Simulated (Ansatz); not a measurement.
Output of an Ansatz run (abridged):

```
WARN ansatz: RAYON_NUM_THREADS=1 ignored (pool sized by the plan → 1); use --threads N
Pseudopotentials: kind: paw
Pseudopotential: Cu, paw, valence charge 19
Pseudopotential: Ag, paw, valence charge 19
Pseudopotential: O, paw, valence charge 6
Crystal: 4 atoms, lattice volume = 50.590 Å³
Basis set: ecut = 420 eV, 985 PW (Γ)
Bands: 30, of which v1, the nominal top of the filled ones, is band 25 counted from 1 (24 counted from 0)
Symmetry: 8 space group operations
Space group: Pmmm (ITA 47), of the structure as read, at distance tolerance 3.7e-5 Å
k-points: 168 of 720
PAW frozen core: Cu, regenerated for the run's functional, and the local potential with it
PAW frozen core: Ag, regenerated for the run's functional, and the local potential with it
PAW frozen core: O, regenerated for the run's functional, and the local potential with it
Initial density: superposition of atomic densities (neutral atoms: chi_scale 0, normalization atom), corrected by the library's trained network
Initial wavefunctions: pseudopotential atomic-orbital guess
Eigensolver: davidson
Functional: x = slater, c = lda
SCF iter   1: F=—  HF=-15120.850634 eV  |F-HF|=—  |Δ(HF+E_count)|=         —  Δρ=2.06e-2  dr2=1.70e-1  ethr=1.77e-3  ⟨swp⟩=5.2  Hψ=18464  notcnv=0
all-band conjugate gradients solve this SCF's bands
preconditioner: auto → LDOS
SCF iter   2: F=—  HF=-15120.865916 eV  |F-HF|=—  |Δ(HF+E_count)|=   1.53e-2  Δρ=2.63e-2  dr2=2.05e-1  ethr=3.40e-4  ⟨swp⟩=2.1  Hψ=11194  notcnv=0
SCF iter   3: F=—  HF=-15120.801189 eV  |F-HF|=—  |Δ(HF+E_count)|=   6.47e-2  Δρ=3.92e-3  dr2=7.21e-3  ethr=3.40e-4  ⟨swp⟩=2.0  Hψ=8401  notcnv=0
SCF iter   4: F=—  HF=-15120.800044 eV  |F-HF|=—  |Δ(HF+E_count)|=   1.14e-3  Δρ=1.82e-3  dr2=1.58e-3  ethr=1.44e-5  ⟨swp⟩=2.4  Hψ=8271  notcnv=0
SCF iter   5: F=—  HF=-15120.799688 eV  |F-HF|=—  |Δ(HF+E_count)|=   3.56e-4  Δρ=5.95e-4  dr2=1.86e-4  ethr=3.15e-6  ⟨swp⟩=2.4  Hψ=7689  notcnv=0
SCF iter   6: F=—  HF=-15120.799653 eV  |F-HF|=—  |Δ(HF+E_count)|=   3.52e-5  Δρ=2.60e-4  dr2=2.25e-5  ethr=3.72e-7  ⟨swp⟩=2.0  Hψ=6853  notcnv=0
SCF iter   7: F=—  HF=-15120.799664 eV  |F-HF|=—  |Δ(HF+E_count)|=   1.16e-5  Δρ=1.36e-4  dr2=7.03e-6  ethr=4.50e-8  ⟨swp⟩=1.0  Hψ=5150  notcnv=0
SCF iter   8: F=—  HF=-15120.799663 eV  |F-HF|=—  |Δ(HF+E_count)|=   7.53e-7  Δρ=4.00e-5  dr2=5.67e-7  ethr=1.41e-8  ⟨swp⟩=1.0  Hψ=5043  notcnv=0
SCF iter   9: F=-15120.799663 eV  HF=-15120.799663 eV  |F-HF|=1.55e-9  |Δ(HF+E_count)|=   6.22e-8  Δρ=4.71e-6  dr2=2.07e-9  ethr=2.00e-10  ⟨swp⟩=4.4  Hψ=17355  notcnv=0
SCF 1 converged in 9 iterations: F = -15120.799663 eV  dr2 = 2.07e-9
SCF converged after 9 iterations
Free energy (F): -15120.799663 eV
Harris-Foulkes:  -15120.799663 eV  (|F-HF|=1.55e-9)
Internal energy: -15120.734476 eV  (E = F + TS)
E sigma→0 (E₀):  -15120.767070 eV
Entropy (-TS):   -0.065187 eV (-16.297 meV/atom)
Fermi energy:    10.625114 eV
--- Per-component energies (eV) ---
  E_band       = -809.067392
  E_kinetic    = 1167.376172
  E_local      = -8252.238580  (includes V_loc(G=0)·N_el)
  E_nonlocal   = 576.697610
  E_hartree    = 3577.563650
  E_xc         = -414.516340
  E_vxc        = -532.342056  (∫ρ·V_xc dr)
  E_paw        = -5649.629610  (= ΣΔE_a)
  E_vpaw       = -923.692084  (= ΣTr[D̂ρ^β])
  E_aug_tail   = 0.005186  (compensation charges beyond the density's cutoff)
  E_ewald      = -6127.360874
  E_core_change = 1.368311  (= ΣΔE_core)
  E_smearing   = -0.065187  (= −TS)
  E_closure    = 0.000000  (closes the sum)
  Σ components = -15120.799663   (vs F -15120.799663, Δ=0.00e0)
--- Forces (eV/Å), atoms counted from 1 ---
  atom   1  Cu     0.00000000     0.00000000     0.00000000
  atom   2  Ag    -0.00000000     0.00000000     0.00000000
  atom   3  O      0.00000000    -0.00000000    -0.08086053
  atom   4  O      0.00000000     0.00000000     0.08086053
  max |Σ_I F_I| component: 2.52e-29 eV/Å
--- Stress (GPa, compression-positive) ---
       -4.558564       0.000000      -0.000000
        0.000000      -6.181309      -0.000000
       -0.000000      -0.000000      -8.116140
  P = ⅓ Tr σ = -6.2853 GPa (-62.853 kbar)
  The stress holds the Pulay correction. Without it, at fixed plane waves, as pw.x and ABINIT print it: P = -6.9873 GPa
--- Band table (eV; the first three rows and the last of 168) ---
  k-point 0: bands = ["-101.7624", "-80.4462", "-59.7878", "-59.7416", "-59.1531", "-44.0009", "-43.9753", "-43.9630", "-8.5909", "-7.2823", "2.7194", "4.6735", "4.7863", "5.5944", "6.5827", "6.9134", "7.2899", "7.6827", "7.7298", "7.7767", [...]
  k-point 1: bands = ["-101.7624", "-80.4462", "-59.7878", "-59.7416", "-59.1531", "-44.0009", "-43.9753", "-43.9630", "-8.5396", "-7.3583", "2.9440", "4.6843", "4.8021", "5.5985", "6.3997", "6.6775", "7.1840", "7.3177", "7.7833", "7.9038", [...]
  k-point 2: bands = ["-101.7624", "-80.4462", "-59.7878", "-59.7416", "-59.1531", "-44.0009", "-43.9753", "-43.9630", "-8.4130", "-7.5332", "3.5581", "4.7069", "4.8375", "5.5361", "5.7366", "6.3837", "7.0481", "7.1935", "7.7944", "7.8774", [...]
  k-point 167: bands = ["-101.7610", "-80.4369", "-59.8097", "-59.7389", "-59.1530", "-44.0940", "-44.0065", "-43.9506", "-7.4955", "-7.1859", "4.1709", "4.5489", "4.8786", "5.2080", "5.3489", "5.5509", "6.4443", "7.5398", "7.6713", "7.7291", [...]
```

The structure:

```xyz
4
Lattice="2.8080 0.0000 0.0000 0.0000 3.3438 0.0000 0.0000 0.0000 5.3880" Properties=species:S:1:pos:R:3 pbc="T T T"
Cu     1.4040     1.6719     2.6940
Ag     0.0000     0.0000     0.0000
O      0.0000     1.6719     1.4593
O      0.0000     1.6719     3.9286
```

Problem. Reconstruct the input of this run.

Solution. Other spellings and defaults could give the same log, and not every line can be read from it. The input that was run (DFT, LDA (PW92), plane waves, default PAW files made with PBE):

Ansatz 0.2 input:
```yaml
crystal:
  lattice:
    - [2.807991, 0.000000, 0.000000]
    - [0.000000, 3.343828, 0.000000]
    - [0.000000, 0.000000, 5.387967]
  atoms:
    - { symbol: Cu, position: [0.500000, 0.500000, 0.500000] }
    - { symbol: Ag, position: [0.000000, 0.000000, 0.000000] }
    - { symbol: O, position: [0.000000, 0.500000, 0.270850] }
    - { symbol: O, position: [0.000000, 0.500000, 0.729150] }
basis:
  ecutwfc: 420.0 eV
kpoints:
  mp_grid:
    grid: [12, 10, 6]
hamiltonian:
  xc: lda
  pseudopotentials:
    kind: paw
scf:
  occupations:
    method: fermi_dirac
    width: 0.1 eV
output:
  forces: true
  eigenvalues: true
  stress: true
```

The starting cell comes from a database of computed structures (which also holds hypothetical and non-ambient phases and stackings), without a prior relaxation at this level. Its lattice was rescaled by up to half a per cent. Spin polarisation is off, so a magnetic state, if there is one, cannot be reached. With a pressure of about -6 GPa the cell is away from its equilibrium volume at this level. Ansatz's pressure includes its estimate of the finite-basis (Pulay) stress. Without the estimate this run gives -6.99 GPa. The run gives no clean gap (levels at the Fermi energy touch, overlap or are partly filled at this smearing), which alone does not show that the compound is a metal.

Ansatz is a quantum-chemistry and plane-wave program.
